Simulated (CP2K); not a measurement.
A self-consistent single point of LuGa5Co (P4/mmm, 7 atoms in the cell) with CP2K.

Method: LDA (Pade form), GPW, DZVP-MOLOPT-SR-GTH basis, GTH-PADE potentials (GTH_POTENTIALS) (CP2K).

```
LuGa5Co
1.0
    4.20530     0.00000     0.00000
    0.00000     4.20530     0.00000
    0.00000     0.00000     6.75100
Lu Ga Co
1 5 1
Cartesian
  0.00000   0.00000   0.00000
  0.00000   2.10265   2.07749
  0.00000   2.10265   4.67351
  2.10265   0.00000   2.07749
  2.10265   0.00000   4.67351
  2.10265   2.10265   0.00000
  0.00000   0.00000   3.37550
```

Reference input (self-consistent single point, DFT PBEsol, GPW, DZVP-MOLOPT-SR-GTH basis, GTH-PBE potentials (GTH_POTENTIALS)): CUTOFF = 600 Ry; REL_CUTOFF = 50 Ry; SMEAR/METHOD = FERMI_DIRAC; ELECTRONIC_TEMPERATURE = 1160.45 K; KPOINTS/SCHEME = MONKHORST-PACK 5 5 3; XC_FUNCTIONAL = PBE:PBESOL; Lu/BASIS_SET = DZVP-MOLOPT-SR-GTH; Lu/POTENTIAL = GTH-PBE-q25; Ga/BASIS_SET = DZVP-MOLOPT-SR-GTH; Ga/POTENTIAL = GTH-PBE-q13; Co/BASIS_SET = DZVP-MOLOPT-SR-GTH; Co/POTENTIAL = GTH-PBE-q17. This run's input differs from it in these lines:

```diff
@@ -43,6 +43,3 @@
     &XC
-      &XC_FUNCTIONAL
-        &PBE
-          PARAMETRIZATION PBESOL
-        &END PBE
+      &XC_FUNCTIONAL PADE
       &END XC_FUNCTIONAL
@@ -82,3 +79,3 @@
       BASIS_SET DZVP-MOLOPT-SR-GTH
-      POTENTIAL GTH-PBE-q25
+      POTENTIAL GTH-PADE-q25
     &END KIND
@@ -86,3 +83,3 @@
       BASIS_SET DZVP-MOLOPT-SR-GTH
-      POTENTIAL GTH-PBE-q13
+      POTENTIAL GTH-PADE-q13
     &END KIND
@@ -90,3 +87,3 @@
       BASIS_SET DZVP-MOLOPT-SR-GTH
-      POTENTIAL GTH-PBE-q17
+      POTENTIAL GTH-PADE-q17
     &END KIND
```

Output (repeated stretches shortened):

```
 SCF WAVEFUNCTION OPTIMIZATION

  Step     Update method      Time    Convergence         Total energy    Change
     1 NoMix/Diag. 0.20E+00      -     2.33989346      -781.8263168931 -7.82E+02
     2 Broy./Diag. 0.20E+00      -     0.81614411      -777.4084811746  4.42E+00
     3 Broy./Diag. 0.20E+00      -     0.66582047      -793.0032096084 -1.56E+01
     4 Broy./Diag. 0.20E+00      -     0.14338839      -780.3928671186  1.26E+01
     5 Broy./Diag. 0.20E+00      -     0.05286807      -781.9944795757 -1.60E+00
     6 Broy./Diag. 0.20E+00      -     0.01261817      -780.7797470257  1.21E+00
   [... 7 lines left out ...]
    14 Broy./Diag. 0.20E+00      -     0.00002299      -780.7094151013 -1.86E-04
    15 Broy./Diag. 0.20E+00      -     0.00000114      -780.7091062927  3.09E-04
    16 Broy./Diag. 0.20E+00      -     0.00000190      -780.7091190935 -1.28E-05
    17 Broy./Diag. 0.20E+00      -     0.00000037      -780.7091501984 -3.11E-05
  *** SCF run converged in    17 steps ***

  Overlap energy of the core charge distribution:               0.00000000010530
  Self energy of the core charge distribution:              -1070.86556094282173
  Core Hamiltonian energy:                                    308.52865312903293
  Hartree energy:                                              69.06182741447265
  Exchange-correlation energy:                                -87.43038484163165
  Electronic entropic energy:                                  -0.00368495723410
  Fermi energy:                                                 0.28061102923122

  Total energy:                                              -780.70915019837787
  Total energy (extrapolated to T->0):                       -780.70730771976082

                     Mulliken Population Analysis

   [... lines left out ...]

 STRESS| Analytical stress tensor [bar]
 STRESS|                        x                   y                   z
 STRESS|      x       -7.71353684124E+04   4.25760709329E-02   2.51583635610E-02
 STRESS|      y        4.25760709329E-02  -7.71356254047E+04   2.51583646085E-02
 STRESS|      z        2.51583635610E-02   2.51583646085E-02  -8.14376752577E+04
 STRESS| 1/3 Trace                                            -7.85695563583E+04
```

The run converged in 17 iterations. Against the reference run the pressure goes from -4.78 to -7.86 GPa and the largest force goes from 0.105 to 0.023 eV/Å.

The starting cell comes from a database of computed structures (which also holds hypothetical and non-ambient phases and stackings), without a prior relaxation at this level. Spin polarisation is off. Values carry the incompleteness of an atom-centred basis. With a pressure of about -8 GPa the cell is away from its equilibrium volume at this level.

Cost on one core of a shared machine: roughly 90 s.
